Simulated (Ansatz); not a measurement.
Results of r²SCANh (Ansatz, a program for electronic structure, PAW) for fluorite HfO2 (high-temperature phase).

Numerical settings: plane-wave cutoff 520 eV, 8×8×8 k mesh, Fermi–Dirac smearing 0.01 eV, scalar-relativistic PAW data made under PBE.

Response to compression and expansion:

```
V (Å³/atom)  P (GPa)  direct gap at Γ (eV)  smallest gap on the k mesh (eV)
-----------  -------  --------------------  -------------------------------
10.194         15.83                 6.154                            5.334
10.462          7.41                 6.078                            5.262
10.744         -0.34                 5.998                            5.186
10.998         -6.49                 5.924                            5.118
11.267        -12.21                 5.846                            5.048
```

The fundamental gap (5.19 eV at the equilibrium volume, on the SCF mesh) lies elsewhere than Γ–Γ.

Note: symmetry holds this phase in the static calculation, where it need not be a minimum; held by symmetry at 0 K, a high-temperature phase can be a saddle point.

Spin–orbit coupling is not included.
